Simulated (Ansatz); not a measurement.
A 16-atom cell of (Zr,Hf)C started in the rock salt structure, site fractions Zr 0.500, Hf 0.500, short-range order -0.17 in the first shell of the mixed sites (0 is random, a negative value favours unlike neighbours), space group Imma at the end, an ordered arrangement that its symmetry holds. The mixed sublattice has 8 sites.

The mixing enthalpy is taken against the end members in the rock salt type, relaxed in the same cell and mesh.

Calculation: PBE (plane waves to 420 eV, PAW; Ansatz, a quantum-chemistry and plane-wave program). Scalar-relativistic, without spin–orbit coupling. Its k-point mesh 5×5×5, Fermi–Dirac width 0.05 eV.

```
cell    energy at zero smearing (eV)
------  ----------------------------
ZrC                       -35491.949
HfC                      -127793.112
HfZrC2                    -81642.495
```

Q: Work out the mixing enthalpy per mixed site and the interaction parameter Ω of a regular solution.

A: With x = 4/8 of the second end member, ΔH = [-81642.495 − 4/8 × (-35491.949) − 4/8 × (-127793.112)] / 8 = 4 meV against the separate end members. Ω = ΔH / x(1 − x) = 17 meV.
